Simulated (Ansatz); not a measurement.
Consider InAs in the zinc blende structure (space group F-43m, No. 216; a = 6.026 Å). Axes: x, y, z lie along the cube axes.

The values are results of LDA (Ansatz, a quantum-chemistry and plane-wave program; PAW; 420 eV plane waves; scalar-relativistic without spin-orbit coupling), not measurements.

Strains are applied to the cell and any free atomic positions relax.

One change was made to it. Results:

The band gap remains zero; the pressure (mean of the normal stresses, compression positive) goes from zero to -1.4 GPa; the energy increases by 4.4 meV/atom; the shortest interatomic distance increases by 0.022 Å to 2.631 Å.

Problem. Name the change that was made.
(A) uniaxial strain ε_zz = −1.00 %
(B) uniaxial strain ε_zz = +2.50 %
(C) uniaxial strain ε_zz = +1.00 %
(D) uniaxial strain ε_zz = +0.50 %

Solution. B, uniaxial strain ε_zz = +2.50 %. For comparison, the energy relative to the base in the other runs: uniaxial strain ε_zz = +1.00 % gives +0.7 meV/atom; uniaxial strain ε_zz = +0.50 % gives +0.2 meV/atom; uniaxial strain ε_zz = −1.00 % gives +0.7 meV/atom.

The mesh was chosen for an insulator and is coarse for the gapless case. Stability against distortions was not tested. The final runs are not spin-polarised. Gaps under 0.05 eV, about the width of the smearing, are given as zero. A zero or small gap of InAs can be the functional's error rather than a property of the material.
